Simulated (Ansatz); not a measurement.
Structure of amorphous Al$_{28}$O$_{45}$Sb$_{2}$ (periodic cell):

```xyz
75
Lattice="9.3466 -0.0142 -0.1011 -0.0142 9.7467 -0.2428 -0.1011 -0.2428 9.3408" Properties=species:S:1:pos:R:3 pbc="T T T"
Al     0.0229     2.0343     7.8123
Al     8.3142     5.0392     6.5948
Al     5.2954     9.5873    -0.0246
Al     6.2015     4.5512     4.3645
Al     1.2296     6.8629     4.5909
Al     7.0809     1.8356     5.5820
Al     2.7759     9.0818     6.9416
Al     3.4373     4.5644     3.9434
Al     3.7445     6.1653     6.4016
Al     0.7835     0.0958     5.3306
Al     5.8993     6.9521     2.1187
Al     3.2302     1.9226     9.1076
Al     5.1571     2.6561     1.8450
Al     7.6378     7.3387     8.9801
Al     3.6844     1.9262     5.7869
Al     1.2404     5.3172     1.5203
Al     4.0466     5.0747     0.2986
Al     7.7228     7.2211     4.3439
Al     5.2793     3.9376     7.2484
Al     1.1205     6.9384     8.2902
Al     0.6781     0.3022     0.1438
Al     2.7239     0.6682     2.8820
Al     1.9823     4.1516     7.7627
Al     5.9539     8.3578     6.5537
Al     5.7645     0.1155     4.0899
Al     0.6109     8.4129     2.2628
Al     3.2655     7.5773     1.6040
Al     7.5122     4.7024     0.3642
O      2.8726     6.0763     4.7164
O      4.9308     3.7623     3.3062
O      3.3489     3.0058     7.4611
O      2.5723     8.5663     2.8558
O      2.3605     4.5069     0.1887
O      8.8483     1.2526     6.1276
O      4.7666     8.3080     1.0578
O      8.7703     6.3940     7.9340
O      4.4731     5.4117     8.0488
O      2.0788     5.8670     7.2149
O      2.7153     3.3060     5.0305
O      6.8870     1.5154     3.7910
O      8.8753     8.5219     0.6123
O      6.3190     8.2897     3.2531
O      1.2732     0.2675     1.7673
O      1.9524     6.9361     0.5837
O      6.4229     8.4836     8.2955
O      4.2426     6.0268     1.8542
O      8.4209     1.1061     8.9650
O      4.1720     7.9163     6.6000
O      5.4387     2.3868     6.2786
O      1.5395     8.2858     5.6520
O      9.1599     4.5802     0.7901
O      7.0063     4.2609     7.9240
O      6.9132     3.4325     1.5470
O      2.3829     0.7939     6.2739
O      1.4725     1.5809     8.7737
O      6.9105     7.0607     5.9176
O      9.0523     8.6064     3.8282
O      1.3056     1.2699     3.9868
O      9.1038     5.9945     5.1322
O      3.5471     1.7385     1.6389
O      0.8121     6.6353     2.7816
O      1.4653     8.6646     8.1591
O      7.4743     3.7711     5.3611
O      4.7481     3.4387     0.2636
O      0.3186     3.7325     7.2461
O      4.1282     0.8798     4.1626
O      4.9309     4.9483     5.6350
O      3.9676     0.3154     8.4971
O      6.2966     0.0421     5.8170
O      6.8804     6.3974     0.6894
O      6.7933     5.9005     3.3850
O      2.0018     4.2234     2.8167
O      6.0776     1.0507     1.3098
Sb     7.9451     1.7262     1.7647
Sb     0.8625     3.2217     4.2164
```

The numbers are results of PBE, scalar-relativistic without spin-orbit coupling (plane waves to 420 eV, PAW; Ansatz, a program for electronic structure), not measurements.

Preparation: random packing, a CHGNet melt and quench, and a DFT relaxation. O atoms were pushed apart under 1.9 Å during the dynamics, to hinder bonds among them. The hot cell started wider than the set density and was brought back towards it in steps. It is the lowest in DFT energy of 2 quenches. It is a model cell: composition and starting density were chosen by hand, and all elements were melted together. No dispersion term was used. Its density started from a set value of 3.36 and ended at 3.36 g/cm³. The simulated quench (nominally 280 K/ps over its main leg) is rapid and tends to freeze in more defects than a deposited or slowly cooled glass has. A cell of this size samples the disorder only roughly. The volume was held where the preparation left it and the shape relaxed, at a PBE pressure of -2.7 GPa (tension). Stress components on the final sampling reach 2.7 GPa.

Bonds are counted up to Al-Al 2.66 Å, Al-O 2.22 Å, Al-Sb 2.86 Å, O-O 1.58 Å, O-Sb 2.46 Å, Sb-Sb 3.25 Å. Two cations that share two anions don't count as bonded, nor two that share one unless they lie closer than Al-Al 2.59 Å, Al-Sb 2.78 Å, Sb-Sb 2.97 Å.

Give the coordination numbers, mean bond lengths and angles.


- Mean coordination of Al by anions = 4.54 (13 with 4, 15 with 5)
- Mean coordination of O = 2.98 (2 with 2, 42 with 3, 1 with 4)
- Mean coordination of Sb by anions = 3.50 (1 with 3, 1 with 4)
- Mean Al-O bond = 1.863 Å (spread 0.084 Å, 127 counted)
- Mean O-Sb bond = 2.099 Å (spread 0.112 Å, 7 counted)
- Bond angle at Al = mean 107.4°, spread 22.3°
- Bond angle at O = mean 117.1°, spread 15.0°
- Bond angle at Sb = mean 94.7°, spread 25.3°

List the pairs of like atoms that count as bonded by the rules above.

There are none by these rules.
